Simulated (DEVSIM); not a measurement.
Device: Al/Si3N4/p-Si capacitor, at 250 K.

```tsv
layer (left to right)	material	thickness (nm)	Na (cm⁻³)
1	Si3N4	2.60	-
2	Si	2100	7.2e16
```

Metal gate on the left, work function 4.1 eV. Fixed charge at the semiconductor interface 5.5e11 cm⁻² (in units of +e); no interface traps.

This is a model device: material constants are rounded textbook-type values typed into the input, and sizes, dopings and lifetimes were drawn at random. Values at 300 K; Nc and Nv go as T^1.5, mobilities as T to minus their exponent, the gap by Varshni's rule with the affinity fixed.

| parameter | Si3N4 | Si |
|---|---|---|
| gap (eV) | 5.1 | 1.124 |
| affinity (eV) | 2.1 | 4.05 |
| permittivity | 7.5 | 11.7 |
| Nc (cm⁻³) | - | 2.86e19 |
| Nv (cm⁻³) | - | 3.1e19 |
| Varshni α (eV/K) | - | 0.000473 |
| Varshni β (K) | - | 636 |

Model (solved in DEVSIM): 1D Poisson equation in equilibrium, Boltzmann statistics, complete ionisation; no quantum confinement or tunnelling. Metal contacts follow the ideal Schottky-Mott rule: no Fermi-level pinning, no interface dipoles.

The substrate doping was swept, all else fixed.

```json
[
 {"substrate doping (cm^-3)": "3.6e15", "threshold voltage (band bending 2φF) (V)": "-0.16", "flat-band voltage (V)": "-0.93", "minimum of the low-frequency capacitance (μF/cm²)": "0.0222"},
 {"substrate doping (cm^-3)": "7.2e15", "threshold voltage (band bending 2φF) (V)": "-0.14", "flat-band voltage (V)": "-0.95", "minimum of the low-frequency capacitance (μF/cm²)": "0.0306"},
 {"substrate doping (cm^-3)": "1.4e16", "threshold voltage (band bending 2φF) (V)": "-0.12", "flat-band voltage (V)": "-0.96", "minimum of the low-frequency capacitance (μF/cm²)": "0.0406"},
 {"substrate doping (cm^-3)": "3.6e16", "threshold voltage (band bending 2φF) (V)": "-0.08", "flat-band voltage (V)": "-0.98", "minimum of the low-frequency capacitance (μF/cm²)": "0.0630"},
 {"substrate doping (cm^-3)": "7.2e16", "threshold voltage (band bending 2φF) (V)": "-0.05", "flat-band voltage (V)": "-1.00", "minimum of the low-frequency capacitance (μF/cm²)": "0.0879"},
 {"substrate doping (cm^-3)": "1.4e17", "threshold voltage (band bending 2φF) (V)": "-0.01", "flat-band voltage (V)": "-1.01", "minimum of the low-frequency capacitance (μF/cm²)": "0.117"}
]
```

From the first row to the last the threshold voltage (band bending 2φF) goes from -0.16 to -0.01. From the first row to the last the flat-band voltage goes from -0.93 to -1.01.
